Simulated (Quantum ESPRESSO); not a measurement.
A self-consistent single point of CrGa4 (I4mm, 5 atoms in the cell) with Quantum ESPRESSO.

Method: LDA (PZ), GBRV 1.5 ultrasoft (LDA) pseudopotentials (plane waves; Quantum ESPRESSO 7.5).

The change in words: lattice scaled by 0.98. Reference geometry:
```xyz
5
Lattice="2.8130 -2.8130 2.8130 2.8130 2.8130 2.8130 -2.8130 -2.8130 2.8130" Properties=species:S:1:pos:R:3 pbc="T T T"
Cr     0.0500     0.0000     0.0000
Ga    -1.4065    -1.4065     1.4065
Ga     1.4065     1.4065     1.4065
Ga     1.4065    -1.4065     1.4065
Ga     1.4065    -1.4065    -1.4065
```

Reference input (self-consistent single point, DFT, LDA (PZ), plane waves, GBRV 1.5 ultrasoft (LDA) pseudopotentials): ecutwfc = 50 Ry; ecutrho = 400 Ry; occupations = smearing; smearing = fd; degauss = 0.0073499 Ry; potentials = {Cr: cr_lda_v1.5.uspp.F.UPF, Ga: ga_lda_v1.4.uspp.F.UPF}; K_POINTS = automatic 4 4 4 0 0 0; conv_thr = 1e-11 Ry; mixing_beta = 0.3. This run's input differs from it in these lines:

```diff
@@ -9,4 +9,4 @@
   ibrav = 7,
-  A = 5.62607000,
-  C = 5.62607000,
+  A = 5.51354800,
+  C = 5.51354800,
   nat = 5,
```

The program printed (abridged):

```
     Self-consistent Calculation

     iteration #  1     ecut=    50.00 Ry     beta= 0.30

     total energy              =   -1814.73155070 Ry
     estimated scf accuracy    <      63.64011196 Ry

     iteration #  2     ecut=    50.00 Ry     beta= 0.30

     negative rho (up, down):  3.417E-04 0.000E+00

     total energy              =   -1833.80488550 Ry
     estimated scf accuracy    <      16.10730570 Ry

     iteration #  3     ecut=    50.00 Ry     beta= 0.30

     negative rho (up, down):  1.393E-04 0.000E+00

     total energy              =   -1835.29361290 Ry
     estimated scf accuracy    <       1.47567649 Ry

   [... 13 blocks of this kind left out ...]

     iteration # 17     ecut=    50.00 Ry     beta= 0.30

     negative rho (up, down):  2.509E-04 0.000E+00

     total energy              =   -1835.45338942 Ry
     estimated scf accuracy    <          8.3E-11 Ry

     iteration # 18     ecut=    50.00 Ry     beta= 0.30

     negative rho (up, down):  2.509E-04 0.000E+00
     End of self-consistent calculation

     the Fermi energy is    11.5893 ev

!    total energy              =   -1835.45338942 Ry
     estimated scf accuracy    <          7.5E-12 Ry
     smearing contrib. (-TS)   =      -0.00177213 Ry
     internal energy E=F+TS    =   -1835.45161728 Ry

     convergence has been achieved in  18 iterations

     negative rho (up, down):  2.509E-04 0.000E+00

     Forces acting on atoms (cartesian axes, Ry/au):

     atom    1 type  1   force =    -0.03296015    0.00000000   -0.00000000
     atom    2 type  2   force =     0.00824004    0.00556844   -0.00556844
     atom    3 type  2   force =     0.00824004    0.00556844    0.00556844
     atom    4 type  2   force =     0.00824004   -0.00556844    0.00556844
     atom    5 type  2   force =     0.00824004   -0.00556844   -0.00556844

     Total force =     0.040075     Total SCF correction =     0.000004

     negative rho (up, down):  2.509E-04 0.000E+00
          total   stress  (Ry/bohr**3)                   (kbar)     P=        2.68
   0.00001232  -0.00000000   0.00000000            1.81       -0.00        0.00
  -0.00000000   0.00002117  -0.00000000           -0.00        3.11       -0.00
   0.00000000  -0.00000000   0.00002117            0.00       -0.00        3.11

   JOB DONE.
```

The run converged in 18 iterations. Against the reference run the free energy falls by 16.1 meV/atom, the pressure goes from -5.55 to 0.27 GPa and the largest force goes from 0.713 to 0.847 eV/Å.

The starting cell comes from a database of computed structures (which also holds hypothetical and non-ambient phases and stackings), without a prior relaxation at this level. Its lattice was rescaled by up to half a per cent. One atom was moved a little off its site on purpose. For this run, on top of that: lattice scaled by 0.98. Spin polarisation is off.

Cost on one core of a shared machine: roughly 3 min.
